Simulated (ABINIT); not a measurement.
## ABINIT run on Cr₂TeSe (P-6m2, 4 atoms in the cell): self-consistent single point

Method: PBEsol, PAW (JTH v2.0 PBE PAW, files made for PBE) (plane waves; ABINIT 10.0.3).

Input as run:

```
# Cr2TeSe, JTH v2.0 PBE PAW
pp_dirpath "./"
pseudos "Cr.GGA_PBE-JTH.xml, Te.GGA_PBE-JTH.xml, Se.GGA_PBE-JTH.xml"
acell 3*1.0
rprim
         7.4859417645    0.0000000948    0.0000000000
        -3.7429709643    6.4830156919    0.0000000000
         0.0000000000    0.0000000000   11.9766495409
natom 4
ntypat 3
znucl 24 52 34
typat 1 1 2 3
xred
         0.6666666667    0.3333333333    0.2377500000
         0.6666666667    0.3333333333    0.7622500000
         0.0000000000    0.0000000000    0.5000000000
         0.3333333333    0.6666666667    0.0000000000
ecut 60 Ry
pawecutdg 120 Ry
pawxcdev 0
ixc -116133
nsppol 2
spinat
      0 0 3
      0 0 3
      0 0 0
      0 0 0
occopt 3
tsmear 0.1 eV
nband 30
kptopt 1
ngkpt 6 6 3
nshiftk 1
shiftk 0 0 0
nstep 100
toldfe 1.0e-09
prtwf 0
prtden 0
enunit 2
```

The program printed (abridged):

```
 Symmetries : space group P-6 m 2 (#187); Bravais hP (primitive hexag.)

 -outvars: echo values of preprocessed input variables --------
            acell      1.0000000000E+00  1.0000000000E+00  1.0000000000E+00 Bohr
             ecut      3.00000000E+01 Hartree
           enunit           2
              ixc     -116133
         kptrlatt        6    0    0      0    6    0      0    0    3
          kptrlen      3.59299486E+01
            natom           4
            nband          30
            ngfft          40      40      60
          ngfftdg          54      54      90
             nkpt          14
           nspden           2
           nsppol           2
            nstep         100
             nsym          12
           ntypat           3
           occopt           3
        pawecutdg      6.00000000E+01 Hartree
         pawxcdev           0
            rprim      7.4859417645E+00  9.4800000000E-08  0.0000000000E+00
                      -3.7429709643E+00  6.4830156919E+00  0.0000000000E+00
                       0.0000000000E+00  0.0000000000E+00  1.1976649541E+01
          spgroup         187
           spinat      0.0000000000E+00  0.0000000000E+00  3.0000000000E+00
                       0.0000000000E+00  0.0000000000E+00  3.0000000000E+00
                       0.0000000000E+00  0.0000000000E+00  0.0000000000E+00
                       0.0000000000E+00  0.0000000000E+00  0.0000000000E+00
           toldfe      1.00000000E-09 Hartree
           tsmear      3.67493254E-03 Hartree
            typat      1  1  2  3
           useylm           1
             xred      6.6666666670E-01  3.3333333330E-01  2.3775000000E-01
                       6.6666666670E-01  3.3333333330E-01  7.6225000000E-01
                       3.3333188062E-11 -3.3333410106E-11  5.0000000000E-01
                       3.3333333337E-01  6.6666666663E-01 -1.6653345369E-16
            znucl       24.00000   52.00000   34.00000

== DATASET  1 ==================================================================

 Real(R)+Recip(G) space primitive vectors, cartesian coordinates (Bohr,Bohr^-1):
 R(1)=  7.4859418  0.0000001  0.0000000  G(1)=  0.1335837  0.0771246  0.0000000
 R(2)= -3.7429710  6.4830157  0.0000000  G(2)= -0.0000000  0.1542492  0.0000000
 R(3)=  0.0000000  0.0000000 11.9766495  G(3)=  0.0000000  0.0000000  0.0834958
 Unit cell volume ucvol=  5.8124451E+02 bohr^3
 Angles (23,13,12)=  9.00000000E+01  9.00000000E+01  1.20000000E+02 degrees

 Coarse grid specifications (used for wave-functions):

 getcut: wavevector=  0.0000  0.0000  0.0000  ngfft=  40  40  60
         ecut(hartree)=     30.000   => boxcut(ratio)=   2.03184

 Fine grid specifications (used for densities):

 getcut: wavevector=  0.0000  0.0000  0.0000  ngfft=  54  54  90
         ecut(hartree)=     60.000   => boxcut(ratio)=   2.06922

   7.81543068E+03                                ecore*ucvol(ha*bohr**3)

_setup2: Arith. and geom. avg. npw (full set) are    4563.269    4563.259
--- !BeginCycle
solver: {iscf: 17, nstep: 100, nline: 4, wfoptalg: 10, }
tolerances: {toldfe: 1.00E-09, }
...

     iter   Etot(hartree)     deltaE(h) residm    nres2    magn
 ETOT  1  -191.87772967432    -1.92E+02 3.22E+00 4.60E+02 3.581
 ETOT  2  -194.63642067081    -2.76E+00 8.03E-02 2.59E+03 0.063
 ETOT  3  -192.51081201071     2.13E+00 7.05E-02 4.01E+01 5.148
 ETOT  4  -192.59184601557    -8.10E-02 3.16E-02 2.25E+01 6.318
 ETOT  5  -192.60375607271    -1.19E-02 5.51E-02 1.17E+01 6.739
 ETOT  6  -192.61507252611    -1.13E-02 3.57E-03 8.42E+00 7.076
   [... 11 lines left out ...]
 ETOT 18  -192.63272216507    -1.98E-07 5.98E-05 1.52E-06 7.769
 ETOT 19  -192.63272218158    -1.65E-08 4.12E-05 1.69E-07 7.769
 ETOT 20  -192.63272218280    -1.22E-09 4.01E-05 4.54E-08 7.769
 ETOT 21  -192.63272218328    -4.82E-10 3.20E-05 7.00E-09 7.769
 ETOT 22  -192.63272218335    -7.54E-11 3.09E-05 1.89E-09 7.769
 At SCF step   22, etot is converged :
  for the second time, diff in etot=  7.543E-11 < toldfe=  1.000E-09

 Cartesian components of stress tensor (hartree/bohr^3)
  sigma(1 1)=  1.42577664E-04  sigma(3 2)=  0.00000000E+00
  sigma(2 2)=  1.42577665E-04  sigma(3 1)=  0.00000000E+00
  sigma(3 3)=  1.66486689E-04  sigma(2 1)= -1.76674170E-13

 Integrated electronic and magnetization densities in atomic spheres:
 Radius=ratsph(iatom), smearing ratsm=  0.0000. Diff(up-dn)=approximate z local magnetic moment.
 Atom    Radius    up_density   dn_density  Total(up+dn)  Diff(up-dn)
    1   2.10818     7.695953     4.295013     11.990966     3.400940
    2   2.10818     7.695953     4.295013     11.990966     3.400940
    3   2.31107     1.535393     1.642537      3.177929    -0.107144
    4   2.21132     1.925872     1.999384      3.925256    -0.073512
  Sum:             18.853171    12.231947     31.085118     6.621224
 Total magnetization (from the atomic spheres):             6.621224
 Total magnetization (exact up - dn):                       7.769283

 ----iterations are completed or convergence reached----

 reduced coordinates (array xred) for    4 atoms
       0.666666666700      0.333333333300      0.237750000000
       0.666666666700      0.333333333300      0.762250000000
       0.000000000033     -0.000000000033      0.500000000000
       0.333333333367      0.666666666633     -0.000000000000
 cartesian forces (eV/Angstrom) at end:
    1      0.00000000000000    -0.00000000000000    -0.04653754304064
    2      0.00000000000000    -0.00000000000000     0.04653754304064
    3      0.00000000000000     0.00000000000000    -0.00000000000000
    4     -0.00000000000000    -0.00000000000000    -0.00000000000000
 frms,max,avg= 1.8998872E-02 4.6537543E-02   0.000E+00  0.000E+00  0.000E+00 e/A
 length scales=  1.000000000000  1.000000000000  1.000000000000 bohr
              =  0.529177208590  0.529177208590  0.529177208590 angstroms
 Fermi (or HOMO) energy (hartree) =   0.03403   Average Vxc (hartree)=  -0.38537
 Magnetization (Bohr magneton)=  7.76926756E+00
   [... lines left out ...]
 Fermi (or HOMO) energy (eV) =   0.92606   Average Vxc (eV)= -10.48645
   [... lines left out ...]
 prteigrs : prtvol=0 or 1, do not print more k-points.

 Eigenvalues (   eV  ) for nkpt=  14  k points, SPIN DOWN:
 kpt#   1, nband= 30, wtk=  0.00926, kpt=  0.0000  0.0000  0.0000 (reduced coord)
 -68.14592  -68.14050  -39.74494  -39.67454  -39.66649  -39.66649  -39.65936  -39.65936
 -13.21098  -11.37524   -5.11721   -2.16749   -2.16749   -0.20758   -0.20758   -0.13278
   0.92210    1.76728    1.76728    1.92025    1.92025    3.08199    3.08199    3.15440
   4.05568    4.52030    4.76332    4.76332    7.00700    7.00700
 prteigrs : prtvol=0 or 1, do not print more k-points.

--- !EnergyTerms
comment             : Components of total free energy in Hartree
kinetic             :  3.55895164019992E+01
hartree             :  5.68964398919110E+01
xc                  : -1.91815985133378E+01
Ewald energy        : -1.16966790792908E+02
psp_core            :  1.34460293162516E+01
local_psp           : -1.53656064499675E+02
spherical_terms     : -8.75788764217987E+00
internal            : -1.92630355837940E+02
'-kT*entropy'       : -2.34540806871752E-03
total_energy        : -1.92632701246008E+02
total_energy_eV     : -5.24180237759383E+03
...

-Cartesian components of stress tensor (GPa)         [Pressure= -4.4293E+00 GPa]
- sigma(1 1)=  4.19477901E+00  sigma(3 2)=  0.00000000E+00
- sigma(2 2)=  4.19477901E+00  sigma(3 1)=  0.00000000E+00
- sigma(3 3)=  4.89820668E+00  sigma(2 1)= -5.19793266E-09

 Calculation completed.
```

The run converged in 22 iterations.

The starting cell comes from a database of computed structures (which also holds hypothetical and non-ambient phases and stackings), without a prior relaxation at this level. The magnetic order is the one reached from the typed start; others were not searched systematically. The potentials were made for another functional than the one used. With a pressure of about -4 GPa the cell is away from its equilibrium volume at this level.

Cost on one core of a shared machine: roughly 7 min.
